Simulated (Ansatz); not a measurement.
System: ZnO (model structure, started from the NiAs type, P6₃/mmc, No. 194, 4 atoms in the cell). Method: LDA in Ansatz (plane waves, PAW).

Numerical settings: plane-wave cutoff 520 eV, 12×12×8 k mesh (along the axes of the cell as run), Fermi–Dirac smearing 0.01 eV, scalar-relativistic PAW data made under PBE.

Cell (relaxed at this level):

```cif
data_O2Zn2
_chemical_formula_sum 'Zn2 O2'
_space_group_name_H-M_alt 'P 1'
_space_group_IT_number 1
_cell_length_a 2.94221
_cell_length_b 2.94221
_cell_length_c 5.05052
_cell_angle_alpha 90.000
_cell_angle_beta 90.000
_cell_angle_gamma 120.000
loop_
_space_group_symop_operation_xyz
  'x, y, z'
loop_
_atom_site_label
_atom_site_type_symbol
_atom_site_fract_x
_atom_site_fract_y
_atom_site_fract_z
_atom_site_occupancy
Zn1 Zn 0.00000 0.00000 0.00000 1
Zn2 Zn 0.00000 0.00000 0.50000 1
O1 O 0.33333 0.66667 0.25000 1
O2 O 0.66667 0.33333 0.75000 1
```

### Question
Estimate the band gap that the calculation returns.

### Answer

- band gap: 0.92 eV (direct)

Note: the relaxation could raise the start's symmetry but not lower it, so the cell can be a saddle point.

A model structure was made by putting elements into a prototype or built by hand; it is no filed structure, need not be a known phase, and can be a saddle point held by its symmetry.

Ansatz is a first-principles code.
